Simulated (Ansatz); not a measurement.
Start from ZrO$_{2}$ in the fluorite structure (space group Fm-3m, No. 225; a = 5.089 Å).

Computed with r2SCAN/PAW in Ansatz (a first-principles code), no spin-orbit coupling.

For the base:

| Item | Result |
|---|---|
| Lattice parameter a | 5.089 Å |
| Valley order | Γ 3.89 eV; X along ⟨100⟩ 4.29 eV; a point along ⟨110⟩, about 0.8 Å⁻¹ from Γ 4.29 eV; L along ⟨111⟩ 4.50 eV |
| Electron mass | 0.53, 2.1 mₑ (at Γ) |

The change: cell and atoms relaxed at a pressure of 30 GPa.

Problem. What does the calculation give for the mean gap deformation potential ΔEg/Δln V after the change?

Solution. The mean gap deformation potential ΔEg/Δln V is -3.0 eV.

Problem. Predict the new lattice parameter a.

Solution. The lattice parameter a shrinks by 0.160 Å to 4.929 Å.

Problem. What does the calculation give for the valley order after the change?

Solution. The valley order (the lowest conduction-band minima on the path, energy above the VBM, named in the base's zone) goes from Γ 3.89 eV; X along ⟨100⟩ 4.29 eV; a point along ⟨110⟩, about 0.8 Å⁻¹ from Γ 4.29 eV; L along ⟨111⟩ 4.50 eV to Γ 4.18 eV; a point along ⟨110⟩, about 0.9 Å⁻¹ from Γ 4.64 eV; X along ⟨100⟩ 4.67 eV; L along ⟨111⟩ 4.90 eV.

Problem. What happens to the electron mass?

Solution. The electron mass (degenerate bands, along [100]) changes from 0.53, 2.1 mₑ (at Γ) to 0.46, 1.9 mₑ (at Γ).

Load acts through the strain it causes; cell and atoms are relaxed under it. Masses are band curvatures over ±0.01 Å⁻¹ around the edge. No phonon test of stability was made. Competing high-pressure phases were not computed. This is not the structure that ZrO2 has at room temperature and ambient pressure.
